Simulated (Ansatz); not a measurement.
Take ZnSe in the zinc blende structure (space group F-43m, No. 216; a = 5.6655 Å) as the base.

All numbers come from Ansatz (a first-principles code) r2SCAN, spin-orbit coupling left out.

One change was made to it. Results:

The shortest interatomic distance rises by 0.2305 bohr (4.636 bohr → 4.866 bohr); the band gap rises by 1.466 eV, from 1.87 eV to 3.33 eV.

Which change produced these results?
A. Se → Pt
B. Zn → Mg
C. Se → As

B, Zn → Mg. For comparison, the band gap in the other runs: Se → As gives zero; Se → Pt gives zero.

With Pt present, leaving out spin-orbit coupling can change the band edges. No phonon test of stability was made. As relaxed here, ZnAs and ZnPt are hypothetical phases, not in the database extracts checked. For MgSe in this form, whether it has been made was not checked. All final runs are without spin polarisation. An odd electron count without spin: ZnAs. This is not the structure that MgSe has at room temperature and ambient pressure.
